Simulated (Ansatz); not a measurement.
The parent structure is SrPd3O4 (space group Pm-3n, No. 223; a = 5.8038 Å). Axes: x, y, z lie along the cube axes.

Method: Kohn–Sham DFT with the PBEsol functional, run in Ansatz (a quantum-chemistry and plane-wave program) with PAW and 420 eV plane waves, no SOC.

Before the change:

The volume per atom is 12.22 Å³.

Now apply this change: biaxial strain −2.30 %, plane normal [001], relaxed out of plane (Cartesian); in-plane vectors clamped, the third vector and the atoms free.

Question: What happens to the volume per atom?

Answer: The volume per atom shrinks by 0.29 Å³ to 11.93 Å³.

Whether these cells are dynamically stable was not tested. No Hubbard U is applied, and correlation can decide whether such a compound is a metal. The final runs are not spin-polarised.
